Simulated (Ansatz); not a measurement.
We consider Pt (model structure, started from the diamond type, Fd-3m, No. 227, 2 atoms in the cell), described by r²SCAN (plane waves, PAW; Ansatz, a program for electronic structure).

Numerical settings: plane-wave cutoff 560 eV, 18×18×18 k mesh, Fermi–Dirac smearing 0.05 eV, scalar-relativistic PAW data made under PBE.

Cell (relaxed at this level):

Pt has the cubic space group Fd-3m, origin choice 1 (No. 227), the diamond structure, Pearson symbol cF8. Cell: a = b = c = 5.7203 Å, α = β = γ = 90.00°. Pt on 8b is surrounded by 4 Pt at 2.477 Å (tetrahedral). (Neighbours: up to the widest gap in distance over summed covalent radii, below 1.35, at either atom.)
(The calculation used a cell of 2 atoms; values per cell refer to that cell.)

Q: Estimate the bulk modulus that the calculation returns.

A: 
bulk modulus: 130 GPa

The run finds no gap.

Note: the bulk modulus is −V dP/dV from two relaxed cells at ±2 % in volume; the relaxation could raise the start's symmetry but not lower it, so the cell can be a saddle point.

Spin–orbit coupling is not included.

Computing time: very roughly 2.0 core-minutes.

A model structure was made by putting elements into a prototype or built by hand; it is no filed structure, need not be a known phase, and can be a saddle point held by its symmetry.
